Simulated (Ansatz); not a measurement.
Consider this model of amorphous Si₂₇N₄₀B₄.

```
CELL_PARAMETERS angstrom
      8.92164     0.19306     0.16211
      0.19306     9.35816     0.11040
      0.16211     0.11040     9.48381
ATOMIC_POSITIONS crystal
  Si 0.48940 0.99256 0.51343
  Si 0.46455 0.36467 0.08841
  Si 0.03164 0.05062 0.23331
  Si 0.56804 0.33323 0.85548
  Si 0.55699 0.83591 0.24785
  Si 0.31875 0.82316 0.72594
  Si 0.17342 0.20178 0.47963
  Si 0.21055 0.43702 0.87303
  Si 0.61810 0.64306 0.73495
  Si 0.07516 0.75468 0.91595
  Si 0.94121 0.30779 0.23903
  Si 0.72161 0.45036 0.47677
  Si 0.57986 0.07972 0.04357
  Si 0.51975 0.65660 0.50680
  Si 0.35831 0.10343 0.25966
  Si 0.88120 0.08686 0.95387
  Si 0.71365 0.17376 0.64775
  Si 0.71340 0.54315 0.17304
  Si 0.96606 0.27495 0.70127
  Si 0.82861 0.57681 0.86452
  Si 0.99811 0.73193 0.59451
  Si 0.02677 0.97009 0.68037
  Si 0.02772 0.56454 0.09194
  Si 0.90628 0.76753 0.27423
  Si 0.32390 0.91014 0.03915
  Si 0.13080 0.52750 0.36415
  Si 0.37747 0.41206 0.36724
  N  0.43721 0.67664 0.67974
  N  0.38459 0.38045 0.91979
  N  0.73067 0.97915 0.98557
  N  0.67078 0.48125 0.81521
  N  0.06381 0.44455 0.22056
  N  0.88996 0.89514 0.58381
  N  0.54453 0.19688 0.74016
  N  0.42921 0.96841 0.68846
  N  0.52472 0.47156 0.45670
  N  0.61529 0.25945 0.02284
  N  0.08573 0.13780 0.63184
  N  0.21856 0.01051 0.17221
  N  0.72044 0.71757 0.24106
  N  0.21190 0.38625 0.47137
  N  0.42462 0.77732 0.13501
  N  0.43055 0.03942 0.94463
  N  0.84113 0.17177 0.79511
  N  0.33992 0.09916 0.44066
  N  0.49855 0.82602 0.42564
  N  0.30606 0.57685 0.29461
  N  0.94202 0.16609 0.10542
  N  0.98025 0.65354 0.76660
  N  0.70423 0.62120 0.56311
  N  0.01349 0.74800 0.11827
  N  0.67925 0.05544 0.51145
  N  0.89478 0.94263 0.32216
  N  0.52678 0.52555 0.13846
  N  0.07264 0.37059 0.79642
  N  0.04321 0.18832 0.34824
  N  0.53389 0.02183 0.21307
  N  0.00165 0.65875 0.42270
  N  0.24478 0.83850 0.89649
  N  0.95766 0.91941 0.86679
  N  0.77886 0.41266 0.29895
  N  0.85157 0.52076 0.03613
  N  0.81412 0.32066 0.58098
  N  0.71269 0.74326 0.85131
  N  0.16471 0.58172 0.96779
  N  0.15804 0.83329 0.63090
  N  0.38063 0.28637 0.23132
  B  0.81970 0.96716 0.46698
  B  0.78378 0.87085 0.89083
  B  0.46118 0.06863 0.79332
  B  0.40342 0.62999 0.18122
```

Methods: PBE, scalar-relativistic without spin-orbit coupling (Ansatz, an electronic-structure program); r2SCAN, scalar-relativistic without spin-orbit coupling (Ansatz); HSE06, scalar-relativistic without spin-orbit coupling (Ansatz). Neutral PBE cell, which sets geometry, pressure and energy: sampling: a 2×2×2 Γ-centred mesh; Fermi-Dirac width 0.02 eV; no spin polarisation. Exact exchange is cut at the faces of this 9 Å cell, which leaves hybrid gaps a finite-size error.

It comes from a melt-quench run on a machine-learned potential (CHGNet), relaxed afterwards by DFT. N atoms were pushed apart under 1.9 Å during the dynamics, to hinder bonds among them. The hot cell started wider than the set density and was brought back towards it in steps. It is the lowest in DFT energy of 2 quenches. It is a model cell: composition and starting density were chosen by hand, and all elements were melted together. No dispersion term was used. Its density started from a set value of 2.89 and ended at 2.86 g/cm³. Cooling (nominally 300 K/ps over its main leg) ran many orders faster than in experiment, which tends to leave more defects and strain. One small periodic cell is one sample of the glass; other quenches scatter about these values. Volume and shape were free in the relaxation.

Problem. Give the pressure, the energy against reference phases and the spacing of the highest filled and lowest empty levels.

Solution. 
```json
{
  "Pressure on a 2×2×2 Γ-centred mesh": "0.08 GPa",
  "Largest force and stress component on that mesh (the relaxation ran on the zone centre alone)": "0.11 eV/Å and 0.1 GPa",
  "Energy relative to beta Si3N4 + bulk hexagonal BN (AA') (lowest mix at this level among the phases computed, not always the ambient ones)": "0.363 eV/atom",
  "Level gap on a 2×2×2 Γ-centred mesh (PBE)": "2.71 eV",
  "Level gap at the zone centre (PBE)": "2.73 eV",
  "Level gap at the zone centre (r2SCAN)": "3.18 eV",
  "Level gap at the zone centre (HSE06)": "4.11 eV",
  "Distance between the nearest levels spread over more than a fifth of the atoms or a third of the atoms of their main element (six at least) (PBE, zone centre)": "3.12 eV"
}
```

Problem. At PBE and the zone centre, how localised are the states just below and above the Fermi level (participation number: the atoms over which a state spreads)?

Solution. The highest filled state is spread over 5.0 atoms' worth, largest on N49, with weights by element (charge in smoothed Voronoi cells) N 0.89, Si 0.10, B 0.01. The lowest empty state is spread over 37.2 atoms' worth, largest on Si21, with weights by element (charge in smoothed Voronoi cells) N 0.49, Si 0.48, B 0.03.

At PBE the levels at the filled edge of the gap are localised (band-tail or defect states), and the nearest spread-out levels lie 3.1 eV apart at the zone centre.

Neighbours within Si-Si 2.60 Å, Si-N 2.12 Å, Si-B 2.28 Å, N-N 1.70 Å, N-B 1.86 Å, B-B 1.97 Å count as bonded. Two cations that share two anions don't count as bonded, nor two that share one unless they lie closer than Si-Si 2.38 Å, Si-B 2.09 Å, B-B 1.80 Å.

Added carriers, by PBE, scalar-relativistic without spin-orbit coupling (Ansatz) on the zone centre alone. Charged cells keep the cell fixed and stand in a uniform background, with no image correction, at a width of 0.01 eV; where the count is odd the moment is locked at 1 μB, unless the neutral cell bore moments. Each starts from the undistorted neutral geometry alone. PBE's self-interaction favours spread-out carriers, so it can miss traps that a hybrid finds.

Problem. What happens at PBE when the cell takes an extra electron and the atoms relax?

Solution. Relaxation lowers the charged cell by 0.21 eV. The largest moves are N51 0.21 Å, Si10 0.15 Å, Si20 0.13 Å, N49 0.11 Å. The level that holds the added charge spreads over 13.6 atoms' worth, most on Si10 (weight 0.19): a partly localised carrier. Bonds broken: Si10-N51. Made neutral again at that geometry, the cell lies +0.72 eV from the neutral start.

Problem. What happens at PBE when the cell takes a hole and the atoms relax?

Solution. Relaxation lowers the charged cell by 0.59 eV. The largest moves are N49 0.67 Å, Si10 0.45 Å, N65 0.29 Å, N55 0.22 Å. The level that was emptied spreads over 3.8 atoms' worth, most on N49 (weight 0.44): a localised (trapped) carrier, which neighbours of that atom can share. Bonds broken: Si10-N49. Made neutral again at that geometry, the cell lies +0.91 eV from the neutral start.

A PBE run started with 1 μB on atoms that lack a bond or may hold spare charge lost its moments; other starts weren't tried.
